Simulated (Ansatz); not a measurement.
## CsPbBr3: energy against volume

CsPbBr3 (cubic perovskite, Pm-3m, 40.495 Å³/atom and stress up to 0.01 GPa in the relaxed cell, cube axes along x, y and z) under an equal strain ε along all three axes. PBEsol in Ansatz, a plane-wave DFT program (PAW, default set), 420 eV, 6×6×6 Γ-centred mesh, Fermi-Dirac smearing 0.05 eV; ions are relaxed, or left where forces stay under 0.02 eV/Å, within the symmetry of each cell.

Here V stands for volume and E for E less E0.

```csv
volume (Å³/atom),E less E0 (meV/atom),pressure (GPa)
36.9590,?,?
38.3477,8.50,1.34
39.0549,3.70,0.85
39.7707,0.91,0.41
40.4953,0.00,0.00
41.2286,0.86,-0.37
41.9707,3.37,-0.71
42.7216,7.41,-1.01
```

Task: Using the third-order Birch-Murnaghan form, a cubic in V^(-2/3), estimate the missing E at V = 36.9590 from the other rows, showing the fit.

Result: With u = V^(-2/3) - 0.0848, the rows have u = 0.0031374, 0.0020726, 0.0010271, 0.0000002, -0.0010083, -0.0019989, -0.0029721. Least squares gives E = 0.004 + 3.8·u + 850696·u² + 3622481·u³. Residuals (row less fit): -0.001, 0.002, 0.001, -0.004, -0.001, 0.003, -0.002; standard error 0.004 (degrees of freedom: 3). Its minimum lies at u = -0.0000022, so V0 = (0.0847978)^(-3/2) = 40.50. There d²E/du² = 1701000 and d³E/du³ = 2.173e7, so B0 = (4/9) × 40.50^(-7/3) × 1701000 × 0.160218 = 21.5 GPa (the last factor turns the table's units into GPa), and B0' = 4 + (2/3) × 0.0847978 × (2.173e7)/1701000 = 4.7. B0' rests on the cubic coefficient alone and has a standard error of 0.1 from these residuals. At the withheld row, u = 0.0053266, so E = 0.004 + 3.8 × 0.0053266 + 850696 × 0.0053266² + 3622481 × 0.0053266³ = 24.708 meV/atom. The calculation gives 24.74 meV/atom, 0.032 meV/atom above the prediction (0.1 % of the range of E in the table). The row lies outside the fitted rows, so this is an extrapolation. The scatter of the fitted rows lies at the last printed digit.

The primitive cell can neither tilt nor turn polar against its symmetry, as such crystals can under strain. Spin-orbit coupling is left out, which can shift these values for the heavy elements here. Other structures, which can take over under pressure, weren't tried. The same form fitted to the pressure column gives B0' = 4.8; series where the two differ by over 0.4 aren't shown. CsPbBr3 is here the ideal cubic form; the compound distorts at low or room temperature. Rows are the converged runs of the series near zero and its far end, less any whose ions stayed unrelaxed beside relaxed ones; series whose fitted rows scatter by over a few per cent of the range, as at a crossing or softening among them, aren't shown in this form.
